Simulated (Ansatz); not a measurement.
**HgF2: isotropic strain +0.50 %**

Consider HgF$_{2}$ in the fluorite structure (space group Fm-3m, No. 225; a = 5.5388 Å).

Now apply this change: an isotropic linear strain of +0.50 %; the atoms relax in the strained cell.

Calculations: PBEsol (Ansatz, a program for electronic structure; PAW; 420 eV plane waves; no SOC). Γ-centred 10×10×10 mesh, Fermi–Dirac width 0.05 eV.

```csv
quantity,base,changed,shift
space group,Fm-3m (No. 225),Fm-3m (No. 225),–
energy relative to the base (free energy F),0 meV/atom,+1.0 meV/atom,+1.0 meV/atom
pressure,0.01 GPa,-1.45 GPa,-1.46 GPa
band gap,0.80 eV,0.80 eV,0.00 eV
gap character,direct at Γ,direct at Γ,–
width of the top valence band,0.27 eV,0.25 eV,-0.02 eV
electron mass,0.27 mₑ (at Γ),0.26 mₑ (at Γ),–
```

Final structure:

```
CELL_PARAMETERS angstrom
      0.00000     2.78322     2.78322
      2.78322     0.00000     2.78322
      2.78322     2.78322     0.00000
ATOMIC_POSITIONS crystal
  Hg 0.00000 0.00000 0.00000
  F  0.25000 0.25000 0.25000
  F  0.75000 0.75000 0.75000
```

Cost of the whole job for the changed cell (relaxation, final SCF and bands): very roughly 9 core-seconds.

With Hg present, leaving out spin-orbit coupling can change the band edges. Masses are band curvatures over ±0.01 Å⁻¹ around the edge. Stability against distortions was not tested.
